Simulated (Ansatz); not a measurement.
Worked example: self-consistent single point of CsCdCl3 (P4mm, 5 atoms in the cell) in Ansatz (a quantum-chemistry and plane-wave program).

Method of the run: LDA (PW92), default PAW files made with PBE (plane waves; Ansatz).

The change in words: 1 x 1 x 1 supercell, one Cd atom moved by 0.02 angstrom along z; scf.occupations.method: fixed → fermi_dirac; scf.occupations.width: default → 0.0037 Ry. Reference geometry:
```yaml
crystal:
  lattice:
    - [5.28019, 0.00000, 0.00000]
    - [0.00000, 5.28019, 0.00000]
    - [0.00000, 0.00000, 5.28019]
  atoms:
    - { symbol: Cs, position: [0.00000, 0.00000, 0.00000] }
    - { symbol: Cd, position: [0.50000, 0.50000, 0.50000] }
    - { symbol: Cl, position: [0.00000, 0.50000, 0.50000] }
    - { symbol: Cl, position: [0.50000, 0.00000, 0.50000] }
    - { symbol: Cl, position: [0.50000, 0.50000, 0.00000] }
```

Reference input (self-consistent single point, DFT, LDA (PW92), plane waves, default PAW files made with PBE): basis.ecutwfc = 30.9 Ry; kpoints.mp_grid.grid = 5 5 5; hamiltonian.xc = lda; hamiltonian.pseudopotentials = {kind: paw} (the program's default PAW files); scf.occupations.method = fixed. This run's input differs from it in these lines:

```diff
@@ -8,3 +8,3 @@
     - { symbol: Cs, position_ang: [0.000000, 0.000000, 0.000000] }
-    - { symbol: Cd, position_ang: [2.640096, 2.640096, 2.640096] }
+    - { symbol: Cd, position_ang: [2.640096, 2.640096, 2.660098] }
     - { symbol: Cl, position_ang: [0.000000, 2.640096, 2.640096] }
@@ -23,3 +23,4 @@
   occupations:
-    method: fixed
+    method: fermi_dirac
+    width: 0.0037 Ry
 output:
```

Log, with long lists cut:

```
SCF iter   1: F=—  HF=-16762.344486 eV  |F-HF|=—  |Δ(HF+E_count)|=         —  Δρ=7.23e-3  dr2=7.57e-2  ethr=1.77e-3  ⟨swp⟩=7.8  Hψ=2505  notcnv=0
all-band conjugate gradients solve this SCF's bands
preconditioner: auto → Resta (q_TF=auto, 2.279 Å⁻¹)
SCF iter   2: F=—  HF=-16762.322607 eV  |F-HF|=—  |Δ(HF+E_count)|=   2.19e-2  Δρ=3.23e-3  dr2=1.35e-2  ethr=1.51e-4  ⟨swp⟩=2.3  Hψ=1081  notcnv=0
   [... lines left out ...]
SCF iter   4: F=—  HF=-16762.318702 eV  |F-HF|=—  |Δ(HF+E_count)|=   6.38e-5  Δρ=1.97e-4  dr2=6.04e-5  ethr=1.35e-6  ⟨swp⟩=2.3  Hψ=819  notcnv=0
SCF iter   5: F=—  HF=-16762.318707 eV  |F-HF|=—  |Δ(HF+E_count)|=   4.99e-6  Δρ=5.48e-5  dr2=5.19e-6  ethr=1.21e-7  ⟨swp⟩=2.1  Hψ=910  notcnv=0
SCF iter   6: F=—  HF=-16762.318709 eV  |F-HF|=—  |Δ(HF+E_count)|=   2.57e-6  Δρ=9.51e-6  dr2=2.77e-7  ethr=1.04e-8  ⟨swp⟩=2.7  Hψ=864  notcnv=0
SCF iter   7: F=-16762.318709 eV  HF=-16762.318709 eV  |F-HF|=1.92e-9  |Δ(HF+E_count)|=   2.94e-8  Δρ=1.99e-6  dr2=1.05e-8  ethr=2.00e-10  ⟨swp⟩=9.2  Hψ=2359  notcnv=0
SCF 1 converged in 7 iterations: F = -16762.318709 eV  dr2 = 1.05e-8
Free energy (F): -16762.318709 eV
Internal energy: -16762.318709 eV  (E = F + TS)
E sigma→0 (E₀):  -16762.318709 eV
Entropy (-TS):   -0.000000 eV (-0.000 meV/atom)
Fermi energy:    3.865913 eV
--- Forces (eV/Å), atoms counted from 1 ---
  atom   1  Cs     0.00000000     0.00000000     0.00386161
  atom   2  Cd     0.00000000     0.00000000    -0.04053916
  atom   3  Cl    -0.00000000     0.00000000    -0.00334124
  atom   4  Cl    -0.00000000     0.00000000    -0.00334124
  atom   5  Cl     0.00000000     0.00000000     0.04336942
--- Stress (GPa, compression-positive) ---
       -3.239868       0.000000      -0.000000
        0.000000      -3.239868       0.000000
       -0.000000       0.000000      -3.226528
  P = ⅓ Tr σ = -3.2354 GPa (-32.354 kbar)
  The stress holds the Pulay correction. Without it, at fixed plane waves, as pw.x and ABINIT print it: P = -3.2419 GPa
```

The run converged in 7 iterations. Against the reference run the free energy is nearly the same (within 1 meV/atom), the pressure stays at -3.24 GPa, the largest force goes from 0.000 to 0.043 eV/Å and the gap on the mesh stays at 1.569 eV.

The starting cell comes from a database of computed structures (which also holds hypothetical and non-ambient phases and stackings), without a prior relaxation at this level. Its lattice was rescaled by up to half a per cent. For this run, on top of that: 1 x 1 x 1 supercell, one Cd atom moved by 0.02 angstrom along z. With a pressure of about -3 GPa the cell is away from its equilibrium volume at this level. Ansatz's pressure includes its estimate of the finite-basis (Pulay) stress.

Keys are those of Ansatz 0.2.
